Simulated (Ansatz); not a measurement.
Partial pair distribution functions of a relaxed model of amorphous As20Se28I2, broadened by 0.06 Å; density 4.79 g/cm³. All values below come from PBE-D3(BJ), scalar-relativistic without spin-orbit coupling, PAW (Ansatz default set, large-core I and Se) (plane waves to 420 eV; Ansatz, an electronic-structure program).

The cell was made by melting and quenching with the CHGNet potential and then relaxed with DFT. The hot cell started wider than the set density and was brought back towards it in steps. It is the lowest in DFT energy of 3 quenches. It is a model cell: composition and starting density were chosen by hand, and all elements were melted together. The geometry includes D3(BJ) dispersion. Its density started from a set value of 4.52 and ended at 4.79 g/cm³. The simulated quench (nominally 79 K/ps over its main leg) is rapid and tends to freeze in more defects than a deposited or slowly cooled glass has. One small periodic cell is one sample of the glass; other quenches scatter about these values. Volume and shape were free in the relaxation. Cycles of charging lowered its energy after that relaxation.

| r (Å) | g As-Se | g As-As | g Se-Se |
|---|---|---|---|
| 2.20 | 0.01 | 0.00 | 0.00 |
| 2.30 | 0.63 | 0.03 | 0.05 |
| 2.40 | 6.69 | 0.46 | 0.31 |
| 2.50 | 7.79 | 0.84 | 0.11 |
| 2.60 | 1.82 | 0.40 | 0.00 |
| 2.70 | 0.67 | 0.02 | 0.00 |
| 2.80 | 0.77 | 0.00 | 0.00 |
| 2.90 | 0.79 | 0.01 | 0.00 |
| 3.00 | 0.74 | 0.25 | 0.08 |
| 3.10 | 0.63 | 0.36 | 0.49 |
| 3.20 | 0.85 | 0.64 | 0.68 |
| 3.30 | 1.14 | 1.17 | 0.71 |
| 3.40 | 1.08 | 1.91 | 1.39 |
| 3.50 | 0.99 | 1.47 | 2.11 |
| 3.60 | 0.90 | 1.64 | 3.72 |
| 3.70 | 0.73 | 1.81 | 3.50 |
| 3.80 | 0.58 | 2.16 | 2.48 |
| 3.90 | 0.71 | 2.18 | 1.93 |
| 4.00 | 0.83 | 1.27 | 1.16 |
| 4.10 | 0.85 | 0.88 | 0.97 |
| 4.20 | 1.05 | 0.53 | 1.17 |
| 4.30 | 0.78 | 0.67 | 0.93 |
| 4.40 | 0.67 | 0.93 | 0.63 |
| 4.50 | 0.55 | 0.74 | 0.58 |
| 4.60 | 0.68 | 0.55 | 0.70 |
| 4.70 | 0.57 | 0.49 | 0.50 |
| 4.80 | 0.59 | 0.56 | 0.34 |
| 4.90 | 0.91 | 1.00 | 0.66 |
| 5.00 | 0.80 | 0.77 | 0.68 |
| 5.10 | 0.69 | 0.66 | 0.46 |
| 5.20 | 0.87 | 0.78 | 0.55 |

Within 2.72 Å each As has 2.70 Se neighbours on average.
